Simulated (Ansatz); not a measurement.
# tetragonal BaTiO3 (0 0 1) on cubic SrTiO3 (0 0 1) (film strained to the substrate, faces as cut)

A periodic stack without vacuum, tetragonal BaTiO3 (0 0 1) on cubic SrTiO3 (0 0 1) (film strained to the substrate, faces as cut): substrate slab Sr3Ti4O11, film Ba3Ti3O9, surface cells [[0, 1], [-1, 0]] and [[0, 1], [-1, 0]], film strained by -1.2 and -1.2 %, faces OTi/OTi and OTi/BaO as cut (like faces can put a slab off its formula).

The start was prepared with a machine-learned potential, and the result is one local minimum, with the in-plane cell held and forces under 0.04 eV/Å; the film can end far from its bulk form.

These are PBE (plane waves to 420 eV, PAW; Ansatz, a program for electronic structure) values and carry that method's errors. Scalar-relativistic, without spin–orbit coupling; the runs are not spin-polarised; PBE gaps are too small against experiment. Its k-point mesh 6×6×1, Fermi–Dirac width 0.05 eV.

- interface area: 15.5 Å²
- period: 26.80 Å
- gaps between the outermost planes at the two interfaces: 1.88 and 2.03 Å
- Ba–Ti contacts across the interfaces within 1.22 times the sum of covalent radii: 4, mean 3.54 Å
- Ba–O contacts across the interfaces within 1.22 times the sum of covalent radii: 4, mean 2.83 Å
- O–Ti contacts across the interfaces within 1.22 times the sum of covalent radii: 3, mean 2.18 Å
- Ti–Ti contacts across the interfaces within 1.22 times the sum of covalent radii: 2, mean 3.04 Å
- two interfaces: unlike, so that offsets are their mean

```xyz
33
Lattice="3.9369 0.0001 -0.1297 0.0000 3.9368 -0.0727 1.0644 -1.4873 26.8142" Properties=species:S:1:pos:R:3 pbc="T T T"
Sr     3.4074     0.0184     2.9275
Ti     1.3789     1.9494     0.9982
O      3.3219     1.9682     0.7804
O      1.3535    -0.0004     0.8808
O      1.4254     1.9987     2.8176
Sr     3.5220     0.0888     6.9366
Ti     1.5015     2.0167     4.9718
O      3.4634     2.0358     4.7464
O      1.4957     0.0668     4.8488
O      1.5658     2.0664     6.8072
Sr     3.5820     0.1650    10.9487
Ti     1.5843     2.0927     8.9538
O      3.6105     2.1003     8.7194
O      1.6474     0.1327     8.8439
O      1.7051     2.1352    10.7961
Ti     1.5830     2.1702    12.8966
O      3.7518     2.1647    12.5200
O      1.7915     0.2029    12.9591
Ba     4.0651     2.2498    17.1232
Ti     2.1256     0.2440    15.1802
O      2.0289     0.2784    17.0485
O      1.8774     2.2059    14.8046
O      3.8850     0.2438    15.1315
Ba     4.1886     2.3269    21.3175
Ti     2.1701     0.3211    19.4064
O      2.2060     0.3556    21.2536
O      2.1319     2.2870    19.1866
O      4.0941     0.3188    19.1862
Ba     4.3293     2.4030    25.5284
Ti     2.2997     0.3975    23.6188
O      2.3504     0.4334    25.4637
O      2.2776     2.3652    23.4076
O      4.2453     0.3969    23.3814
```
